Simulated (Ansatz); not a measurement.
**Response to strain in CdSe**

Take CdSe in the zinc blende structure (space group F-43m, No. 216) as the base.

```
CELL_PARAMETERS angstrom
      0.00000     3.06658     3.06658
      3.06658     0.00000     3.06658
      3.06658     3.06658     0.00000
ATOMIC_POSITIONS crystal
  Cd 0.00000 0.00000 0.00000
  Se 0.25000 0.25000 0.25000
```

Strains are applied to the cell and any free atomic positions relax.

Level of theory: r2SCAN/PAW in Ansatz (a quantum-chemistry and plane-wave program), no SOC.

Notes on the quantities. hole mass: degenerate bands, along [100].

```csv
change,hole mass,pressure,band gap
base,"0.098, 0.70, 0.70 mₑ (at Γ)",0.01 GPa,1.04 eV
isotropic strain +0.50 %,"0.096, 0.72, 0.72 mₑ (at Γ)",-0.74 GPa,1.01 eV
isotropic strain +1.00 %,"0.095, 0.73, 0.73 mₑ (at Γ)",-1.43 GPa,0.97 eV
isotropic strain +1.50 %,"0.093, 0.75, 0.75 mₑ (at Γ)",-2.07 GPa,0.94 eV
isotropic strain +2.00 %,"0.091, 0.76, 0.76 mₑ (at Γ)",-2.67 GPa,0.91 eV
isotropic strain +2.50 %,"0.089, 0.78, 0.78 mₑ (at Γ)",-3.22 GPa,0.87 eV
isotropic strain +3.00 %,"0.087, 0.80, 0.80 mₑ (at Γ)",-3.73 GPa,0.84 eV
```

Effective masses come from finite differences of ±0.01 Å⁻¹. No phonon test of stability was made.
